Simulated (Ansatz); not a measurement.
**hypothetical zinc blende LiF with two functionals, tensor shear ε_xz = +1.41 %**

The reference is LiF in the zinc blende structure (space group F-43m, No. 216; a = 4.364 Å; a hypothetical phase, not in the database extracts checked). Axes: x, y, z lie along the cube axes.

(Cell as relaxed with PBE.)

Levels (all Ansatz, a quantum-chemistry and plane-wave program, PAW): PBE (420 eV, without spin-orbit coupling); r2SCAN (500 eV, scalar-relativistic without spin-orbit coupling).

Each level relaxes its own structure.

```tsv
base	PBE	r2SCAN
volume per atom	10.39 Å³	9.87 Å³
lattice parameter a	436.4 pm	429.0 pm
band gap	7.65 eV	8.66 eV
```

Now apply this change: a pure shear with ε_xz = ε_zx = 0.0141, atoms relaxed at fixed cell.

| quantity | PBE | r2SCAN |
|---|---|---|
| gap character | direct at Γ | (withheld) |
| band gap | 7.60 eV | (withheld) |
| energy relative to the base (free energy F) | +0.9 meV/atom | (withheld) |

**Question.** What does r2SCAN give?

**Answer.** 
- gap character, r2SCAN: direct at Γ
- band gap, r2SCAN: 8.60 eV
- energy relative to the base (free energy F), r2SCAN: +0.9 meV/atom

PBE's band gap lies 1.00 eV below r2SCAN's; the two agree on the gap character and energy relative to the base. Neither level is exact; r2SCAN is the comparison here, not a measurement.

The cells carry an imposed strain or load. Stability against distortions was not tested. Labels are those of the standard path for the cell's own space group.
